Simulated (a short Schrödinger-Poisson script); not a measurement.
System: MOS inversion layer, SiO2 on p-type Si(100), at 400 K.

| layer | material | thickness (nm) | Na (cm⁻³) |
|---|---|---|---|
| 1 | SiO2 | 1.8 | - |
| 2 | Si | 1100 | 1.6e17 |

Constants are typed, rounded textbook-type inputs, not results; the design itself was drawn at random and stands for no fabricated device. SiO2: permittivity 3.9, conduction-band edge (eV) 3.15, gap (eV) 9, electron mass (mₑ) 0.5. Si: permittivity 11.7, conduction-band edge (eV) 0, gap (eV) 1.124, Nv at 300 K (cm⁻³) 3.1e19.

Channel valleys (confinement mass, in-plane density-of-states mass, number): Δ2 0.916, 0.19, 2; Δ4 0.19, 0.417, 4. At the gate the conduction-band edge of layer 1 lies 3.47 eV − eVg above the Fermi level of the channel; the field vanishes at the back. Gaps are held at their typed values at every temperature. Mesh 0.03 nm at interfaces.

Solved with a short Schrödinger-Poisson script written for these runs: 1D Poisson equation in equilibrium, electrons classical, Boltzmann, parabolic valleys, classical holes, full ionisation, no traps, pinning or gate leakage.

The same stack at other levels of the model or other numerical settings:

```
run                                          sheet density of all electrons at Vg = 1.15 V (cm⁻²)  sheet density of all electrons at Vg = 0.55 V (cm⁻²)  capacitance at Vg = 1.15 V (μF/cm²)  centroid of the channel electrons at Vg = 1.15 V (nm)  rough cost against the base
-------------------------------------------  ----------------------------------------------------  ----------------------------------------------------  -----------------------------------  -----------------------------------------------------  ---------------------------
base                                                                                      7.97e12                                               1.80e12                                 1.75                                                   0.81                      about 1
electrons treated as classical, Fermi-Dirac                                               7.74e12                                               1.78e12                                 1.68                                                   0.94                            6
electrons treated as quantum, Hartree                                                         [?]                                                   [?]                                 1.53                                                   1.85                           40
mesh six times as coarse                                                                  7.84e12                                               1.76e12                                  [?]                                                   0.90                          0.5
```

Question: Some entries are withheld; supply them.

Answer: 
- electrons treated as quantum, Hartree, sheet density of all electrons at Vg = 0.55 V (cm⁻²): 1.36e12
- electrons treated as quantum, Hartree, sheet density of all electrons at Vg = 1.15 V (cm⁻²): 6.65e12
- mesh six times as coarse, capacitance at Vg = 1.15 V (μF/cm²): 1.73

The classical rows ignore confinement, and Boltzmann statistics overrate the density once the band edge passes the Fermi level.
